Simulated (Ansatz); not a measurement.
## SrTiO3, response to strain

The reference is SrTiO$_{3}$ in the cubic perovskite structure (space group Pm-3m, No. 221; a = 3.891 Å). Axes: x, y, z lie along the cube axes.

Strains are applied to the cell and any free atomic positions relax; under biaxial strain the out-of-plane vector relaxes too.

Method: Ansatz (a quantum-chemistry and plane-wave program), PBEsol, PAW, cutoff 420 eV, without spin-orbit coupling.

```csv
variant,band gap,smallest direct gap,out-of-plane strain
base,1.85 eV,2.19 eV,–
"biaxial strain −2.50 %, plane normal [111], relaxed out of plane",1.81 eV,2.07 eV,+1.73 %
"biaxial strain −2.00 %, plane normal [111], relaxed out of plane",1.83 eV,2.10 eV,+1.37 %
"biaxial strain −1.50 %, plane normal [111], relaxed out of plane",1.84 eV,2.13 eV,+1.01 %
"biaxial strain −1.00 %, plane normal [111], relaxed out of plane",1.84 eV,2.15 eV,+0.66 %
"biaxial strain −0.50 %, plane normal [111], relaxed out of plane",1.85 eV,2.18 eV,+0.32 %
```

Whether these cells are dynamically stable was not tested. The final runs are not spin-polarised. Many cubic perovskites are stable only at high temperature; tilts and polar distortions were not tested.
